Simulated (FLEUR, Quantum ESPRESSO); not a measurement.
A Quantum ESPRESSO input for a self-consistent single point of TiCo (Pm-3m, 2 atoms in the cell) (DFT, PBE, plane waves, SSSP 1.1.2 efficiency (PBE) pseudopotentials):

```fortran
&control
  calculation = 'scf',
  prefix = 'TiCo',
  outdir = './out',
  pseudo_dir = './',
  verbosity = 'high',
  tprnfor = .true.,
  tstress = .true.,
/
&system
  ibrav = 0,
  nat = 2,
  ntyp = 2,
  ecutwfc = 50,
  ecutrho = 400,
  occupations = 'smearing',
  smearing = 'gaussian',
  degauss = 0.0073499,
  nspin = 2,
  starting_magnetization(1) = 0.083,
  starting_magnetization(2) = 0.176,
/
&electrons
  conv_thr = 1.0d-10,
  mixing_beta = 0.2,
/
ATOMIC_SPECIES
Ti    47.8670  ti_pbe_v1.4.uspp.F.UPF
Co    58.9332  Co_pbe_v1.2.uspp.F.UPF
CELL_PARAMETERS angstrom
   2.955054000     0.000000000     0.000000000
   0.000000000     2.955054000     0.000000000
   0.000000000     0.000000000     2.955054000
ATOMIC_POSITIONS crystal
Ti    0.000000000    0.000000000    0.000000000
Co    0.500000000    0.500000000    0.500000000
K_POINTS automatic
8 8 8  0 0 0
```

### Question
Write the same calculation as an input for FLEUR.

### Answer
One input that does it (others would too):

Input of the input generator:

```
TiCo FLAPW
&input film=f /
5.5842427435 0.0000000000 0.0000000000
0.0000000000 5.5842427435 0.0000000000
0.0000000000 0.0000000000 5.5842427435
1.0
1.0 1.0 1.0

2
22 0.0000000000 0.0000000000 0.0000000000 : 1.00
27 0.5000000000 0.5000000000 0.5000000000 : 3.00

&comp jspins=2 /
&kpt div1=8 div2=8 div3=8 gamma=t /
&end /
```

```xml
<?xml version="1.0" encoding="UTF-8" standalone="no"?>
<fleurInput fleurInputVersion="0.39">
   <comment>
      TiCo FLAPW                                                                                          
   </comment>
   <calculationSetup>
      <cutoffs Kmax="3.5" Gmax="14.0" GmaxXC="14.0" numbands="0"/>
      <scfLoop itmax="80" minDistance="0.00001" maxIterBroyd="25" imix="Anderson" alpha="0.05" precondParam="0.0" spinf="2.0"/>
      <coreElectrons ctail="T" frcor="F" kcrel="0" coretail_lmax="0"/>
      <xcFunctional name="pbe" relativisticCorrections="F"/>
      <magnetism jspins="2"/>
      <soc l_soc="F" theta="0.0" phi="0.0" spav="F"/>
      <expertModes spex="0" secvar="F"/>
      <geometryOptimization l_f="T" forcealpha="1.0" forcemix="BFGS" epsdisp="0.00001" epsforce="0.00001"/>
      <ldaU l_linMix="F" mixParam="0.05" spinf="1.0"/>
   </calculationSetup>
   <cell>
      <bzIntegration valenceElectrons="27.0" mode="gauss" fermiSmearingEnergy="0.00367493">
         <kPointListSelection listName="default-1"/>
         <!-- k-points included here -->
         <xi:include xmlns:xi="http://www.w3.org/2001/XInclude" href="kpts.xml"> </xi:include>
      </bzIntegration>
      <!-- symmetry operations included here -->
      <xi:include xmlns:xi="http://www.w3.org/2001/XInclude" href="sym.xml"> </xi:include>
      <bulkLattice scale="1.0">
         <bravaisMatrix>
            <row-1>    5.5842427434999999     0.0000000000000000     0.0000000000000000</row-1>
            <row-2>    0.0000000000000000     5.5842427434999999     0.0000000000000000</row-2>
            <row-3>    0.0000000000000000     0.0000000000000000     5.5842427434999999</row-3>
         </bravaisMatrix>
      </bulkLattice>
   </cell>
   <atomSpecies>
      <species name="Titanium (1.000" element="Ti" atomicNumber="22">
         <mtSphere radius="2.26" gridPoints="781" logIncrement="0.015"/>
         <atomicCutoffs lmax="8" lnonsphr="6"/>
         <electronConfig flipSpins="F">
            <coreConfig>(1s1/2) (2s1/2) (2p1/2) (2p3/2)</coreConfig>
            <valenceConfig>(3s1/2) (3p1/2) (3p3/2) (4s1/2) (3d3/2) (3d5/2)</valenceConfig>
            <stateOccupation state="(3d3/2)" spinUp="0.4" spinDown="0.4"/>
            <stateOccupation state="(3d5/2)" spinUp="1.1" spinDown="0.1"/>
         </electronConfig>
         <energyParameters s="4" p="4" d="3" f="4"/>
         <lo type="SCLO" l="0" n="3" eDeriv="0"/>
         <lo type="SCLO" l="1" n="3" eDeriv="0"/>
      </species>
      <species name="Cobalt (Co3.000" element="Co" atomicNumber="27">
         <mtSphere radius="2.26" gridPoints="781" logIncrement="0.016"/>
         <atomicCutoffs lmax="8" lnonsphr="6"/>
         <electronConfig flipSpins="F">
            <coreConfig>(1s1/2) (2s1/2) (2p1/2) (2p3/2) (3s1/2)</coreConfig>
            <valenceConfig>(3p1/2) (3p3/2) (4s1/2) (3d3/2) (3d5/2)</valenceConfig>
            <stateOccupation state="(3d3/2)" spinUp="2.0" spinDown="0.8"/>
            <stateOccupation state="(3d5/2)" spinUp="3.0" spinDown="1.2"/>
         </electronConfig>
         <energyParameters s="4" p="4" d="3" f="4"/>
         <lo type="SCLO" l="1" n="3" eDeriv="0"/>
      </species>
   </atomSpecies>
   <atomGroups>
      <atomGroup species="Titanium (1.000">
         <relPos label="                   1">.0000000000 .0000000000 .0000000000</relPos>
         <force calculate="T" relaxXYZ="TTT"/>
      </atomGroup>
      <atomGroup species="Cobalt (Co3.000">
         <relPos label="                   2">1.000/2.000 1.000/2.000 1.000/2.000</relPos>
         <force calculate="T" relaxXYZ="TTT"/>
      </atomGroup>
   </atomGroups>
   <output dos="F" band="F" slice="F">
      <checks vchk="F" cdinf="F"/>
      <bandDOS minEnergy="-.5*Htr" maxEnergy="0.5*Htr" sigma="0.015" storeEVData="T"/>
      <vacuumDOS vacdos="F" integ="F" star="F" nstars="0" locx1="0.0" locy1="0.0" locx2="0.0" locy2="0.0" nstm="0" tworkf="0.0"/>
      <unfoldingBand unfoldBand="F" supercellX="1" supercellY="1" supercellZ="1"/>
      <plotting iplot="0" polar="F">
         <plot TwoD="T" vec1="  1.0  0.0  0.0" vec2="  0.0  1.0  0.0" vec3="  0.0  0.0  1.0" zero="  0.0  0.0  0.0" file="plot"/>
      </plotting>
      <chargeDensitySlicing numkpt="0" minEigenval="0.0" maxEigenval="0.0" nnne="0" pallst="F"/>
      <specialOutput eonly="F"/>
      <magneticCircularDichroism mcd="F" energyLo="-10.0" energyUp="0.0"/>
   </output>
  <!-- We include the file relax.xml here to enable relaxations (see documentation) -->
  <xi:include xmlns:xi="http://www.w3.org/2001/XInclude" href="relax.xml"> <xi:fallback/> </xi:include>
</fleurInput>
```

Basis, cutoffs, solver keys and any potentials are the target program's own. This input uses DFT, PBE, all-electron FLAPW (FLEUR), scalar-relativistic valence. Both were run: size of the net moment 0.43 μB/atom in Quantum ESPRESSO and 0.45 in FLEUR.

On FLEUR: the starting cell comes from a database of computed structures (which also holds hypothetical and non-ambient phases and stackings), without a prior relaxation at this level. Its lattice was rescaled by a random factor within 2.5 % of one. With one magnetic atom in the cell only a parallel order is possible. Values depend on the basis (sphere radii, cutoffs, local orbitals), which need not be converged.

On Quantum ESPRESSO: the starting cell comes from a database of computed structures (which also holds hypothetical and non-ambient phases and stackings), without a prior relaxation at this level. Its lattice was rescaled by a random factor within 2.5 % of one. With one magnetic atom in the cell only a parallel order is possible. With a pressure of about 5 GPa the cell is away from its equilibrium volume at this level.
